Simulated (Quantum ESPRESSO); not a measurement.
Convergence test for Fe3Si (P4/mmm, 4 atoms in the cell)

```
Fe3Si
1.0
    2.83564     0.00000     0.00000
    0.00000     2.83564     0.00000
    0.00000     0.00000     5.50704
Fe Si
3 1
Direct
  0.50000   0.50000   0.75776
  0.50000   0.50000   0.24224
  0.00000   0.00000   0.50000
  0.00000   0.00000   0.00000
```
Moments meant for the start (each program seeds them in its own way; μB, in the order of the atoms Fe Fe Fe Si): 4.0 4.0 4.0 0.0.

Method: PBEsol, PSlibrary PAW (PBE) pseudopotentials (plane waves; Quantum ESPRESSO 7.5).

The starting cell comes from a database of computed structures (which also holds hypothetical and non-ambient phases and stackings), without a prior relaxation at this level. The magnetic order is the one reached from the typed start; others were not searched systematically. In the base run, with a pressure of about -9 GPa the cell is away from its equilibrium volume at this level.

Held fixed: occupations = smearing; smearing = fd; degauss = 0.0073499 Ry; nspin = 2; input_dft = pbesol; potentials = {Fe: Fe.pbe-n-kjpaw_psl.1.0.0.UPF, Si: Si.pbe-n-kjpaw_psl.1.0.0.UPF}; K_POINTS = automatic 9 9 5 0 0 0; conv_thr = 1e-10 Ry; mixing_beta = 0.3. Moved along with it: ecutrho.

ΔF is the free energy per atom less that of the last row (72 Ry).

The series runs over ecutwfc = 22 Ry; 28 Ry; 33 Ry; 38 Ry; 44 Ry; 50 Ry; 55 Ry; 63 Ry; 72 Ry.

Q: From which setting on does the energy stay within 5 meV/atom of the last one?

A: From ecutwfc = 55 Ry on; the one before it is off by 7.2 meV/atom.

Q: From which setting on does the size of the net moment stay within 0.05 μB/atom of the last one?

A: From ecutwfc = 28 Ry on; the one before it is off by 0.11 μB/atom. The value it settles on is 1.2 μB/atom at this level of theory and with the other settings as held.

| ecutwfc | ΔF (meV/atom) | pressure (GPa) | largest force (eV/Å) | size of the net moment (μB/atom) | plane waves | iterations |
|---|---|---|---|---|---|---|
| 22 Ry | 1838.5 | -149.92 | 0.189 | 1.09 | 536 | 27 |
| 28 Ry | 189.6 | -30.08 | 0.092 | 1.19 | 765 | 25 |
| 33 Ry | 44.9 | -10.02 | 0.111 | 1.20 | 969 | 27 |
| 38 Ry | 37.7 | -8.99 | 0.111 | 1.21 | 1221 | 23 |
| 44 Ry | 22.7 | -9.99 | 0.112 | 1.21 | 1489 | 25 |
| 50 Ry | 7.2 | -9.48 | 0.101 | 1.21 | 1806 | 22 |
| 55 Ry | 2.3 | -8.89 | 0.102 | 1.21 | 2073 | 23 |
| 63 Ry | 1.46 | -8.70 | 0.103 | 1.21 | 2566 | 23 |
| 72 Ry | 0.00 | -8.85 | 0.102 | 1.21 | 3102 | 23 |
